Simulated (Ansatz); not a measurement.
**BP under a change: biaxial strain −0.83 %, plane normal [111], relaxed out of plane**

Start from BP in the zinc blende structure (space group F-43m, No. 216; a = 4.520 Å). Axes: x, y, z lie along the cube axes.

The change: biaxial strain −0.83 %, plane normal [111], relaxed out of plane (Cartesian); in-plane vectors clamped, the third vector and the atoms free.

All numbers come from PBEsol in Ansatz (plane waves to 420 eV, PAW, no spin-orbit coupling). Settings: 13×13×13 k-points, 0.05 eV Fermi–Dirac smearing.

| quantity | base | changed | shift |
|---|---|---|---|
| volume per atom | 11.54 Å³ | 11.37 Å³ | -0.17 Å³ |
| space group | F-43m (No. 216) | R3m (No. 160) | – |
| shortest interatomic distance | 1.957 Å | 1.945 Å | -0.012 Å |
| energy relative to the base (free energy F) | 0 meV/atom | +2.3 meV/atom | +2.3 meV/atom |
| pressure (mean of the normal stresses, compression positive) | -0.01 GPa | 2.60 GPa | +2.602 GPa |
| band gap | 1.11 eV | 1.05 eV | -0.06 eV |
| gap character | – | indirect, Γ → F–Γ (17 % along) | – |
| valence-band top at Γ (three highest levels, from the VBM) | 0.00, 0.00, 0.00 eV | 0.00, 0.00, -0.10 eV | – |
| out-of-plane strain | – | +0.18 % | – |
| ratio −ε⊥/ε∥ | – | 0.22 | – |
| mean in-plane stress (compression positive) | – | +3.9 GPa | – |

Final structure (turned so that z lies along the plane normal):

```xyz
2
Lattice="3.1697 0.0000 0.0000 1.5849 2.7451 0.0000 1.5849 -0.9150 2.6144" Properties=species:S:1:pos:R:3 pbc="T T T"
B      0.0000     0.0000     0.0025
P      3.1697     0.0000     1.9583
```

Stability against distortions was not tested. k-point labels follow each cell's own Brillouin zone.

Ansatz is a program for electronic structure.
